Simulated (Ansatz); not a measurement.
**Mg2Sn, response to strain**

Base system: Mg2Sn (space group Fm-3m, No. 225; a = 6.747 Å; relaxed with 0.1 eV smearing). Axes: x, y, z lie along the cube axes.

Strains are applied to the cell and any free atomic positions relax; under biaxial strain the out-of-plane vector relaxes too.

Method: PBEsol (Ansatz, a quantum-chemistry and plane-wave program; PAW; 420 eV plane waves; no SOC).

```csv
"biaxial strain, plane normal [111], relaxed out of plane (%)",out-of-plane strain (%)
-2.5,1.38
-2.08,1.14
-1.67,0.91
-1.25,0.68
-0.83,0.47
-0.42,?
0,0.00
```

Q: Fit ε⊥ = −νε + γε² (strains in %) to the rows shown and predict the withheld row.

A: Least squares on the printed values gives ν = 0.55 (the biaxial Poisson response) and γ = 0.001 (largest residual 0.02 %); this predicts 0.23 %, and the run gives 0.23 %, in agreement.

No phonon test of stability was made.
